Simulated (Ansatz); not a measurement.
## Hypothetical fluorite ZrSe2, alloy series

The reference is ZrSe2 in the fluorite structure (space group Fm-3m, No. 225; a hypothetical phase, not in the database extracts checked).

ZrSe2 is taken in the cubic space group Fm-3m (No. 225), the fluorite structure, Pearson symbol cF12. Lattice parameters: a = b = c = 6.597 Å, α = β = γ = 90.00°. Zr on 4a is coordinated by 8 Se at 2.857 Å (cubic). Se on 8c is surrounded by 4 Zr at 2.857 Å (tetrahedral). (Neighbours: up to the widest gap in distance over summed covalent radii, below 1.35, at either atom; cation-cation and far metal-metal contacts left out.)
(The calculation used a cell of 3 atoms; values per cell refer to that cell.)

The other end (x = 1) is ZrPb$_{2}$ (space group Fm-3m, No. 225; a hypothetical phase, not in the database extracts checked): 30.83 Å³/atom, gap zero; this end may not be an ambient phase.

Pb replaces a fraction x of Se; each row is one arrangement (x, atoms in the cell, starting space group or random), fully relaxed.

Level of theory: PBE (Ansatz, an electronic-structure program; PAW; 420 eV plane waves; spin-orbit coupling left out), earlier PAW set.

Notes on the quantities. mixing energy: to 0.01 eV only: unlike meshes or grids; against an end that may be hypothetical; deviation of the volume from the linear: Vegard-type) interpolation.

```tsv
change	mixing energy	shortest interatomic distance	density	deviation of the volume from the linear
base	–	2.857 Å	5.76 g/cm³	–
x(Pb) = 0.25, 6 atoms, R3m	-0.01 eV/atom	…	6.80 g/cm³	…
x(Pb) = 0.25, 6 atoms, P-4m2	+0.05 eV/atom	2.751 Å	6.76 g/cm³	+0.1 %
x(Pb) = 0.5, 6 atoms, P4/nmm	-0.14 eV/atom	2.723 Å	7.60 g/cm³	+0.4 %
x(Pb) = 0.75, 6 atoms, R3m	-0.10 eV/atom	2.650 Å	8.63 g/cm³	-2.7 %
```

**Question.** Fill in the withheld entries from the trend.

**Answer.** 
- x(Pb) = 0.25, 6 atoms, R3m, shortest interatomic distance: 2.643 Å
- x(Pb) = 0.25, 6 atoms, R3m, deviation of the volume from the linear: -0.6 %

These are small ordered cells, not random alloys; other orderings at the same x differ. With Pb present, leaving out spin-orbit coupling can change the band edges. Stability against distortions was not tested. The final runs are not spin-polarised. ZrPb2, Zr2PbSe3, ZrPbSe and Zr2Pb3Se have a high density of states at the Fermi level and may be magnetic at this level. The zero or small gap of Zr2Pb3Se can change with the level of theory.
